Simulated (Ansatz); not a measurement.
An Ansatz (a program for electronic structure) input (Ansatz, r2SCAN, PAW, cutoff 500 eV, scalar-relativistic without spin-orbit coupling):

Ansatz 0.2 input:
```yaml
crystal:
  lattice:
    - [-1.838468981, 1.838468981, 1.838468981]
    - [1.838468981, -1.838468981, 1.838468981]
    - [1.838468981, 1.838468981, -1.838468981]
  atoms:
    - { symbol: Cs, position: [0, 0, 0] }
basis: { ecutwfc: 500, ecutrho_ratio: 4, xc_grid: 4, fft_grid_basis: typed }
kpoints: { mp_grid: { grid: [11, 11, 11] } }
hamiltonian:
  xc: r2scan
  dispersion: none
  pseudopotentials: { kind: paw }
scf: { occupations: { method: fermi_dirac, width: 0.05 }, convergence: { dr2_threshold: 0.0000000001 } }
output: { forces: true, stress: true }
checkpoint: { write: state.ck, write_every: 1000 }
```

Question: Which symmetry and how many k-points will the program report, and about how many plane waves at Γ?

Answer: Space group Im-3m (ITA 229) with 48 operations, k-points 56 of 1331, and 627 plane waves at Γ.

Question: And the final pressure?

Answer: 35.95 GPa (compression positive).

Single points use the geometry relaxed with PBEsol. Load acts through the strain it causes; cell and atoms are relaxed under it. Whether these cells are dynamically stable was not tested. Measured, Cs leaves this structure (for fcc) near 2.4 GPa (temperature not stated; as listed in Olga Degtyareva, NATO science for peace and security series. B, Physics and biophysics (2010)). The cell was made from Cs in the bcc (W type) structure (space group Im-3m, No. 229) by this change: pressure 30 GPa.
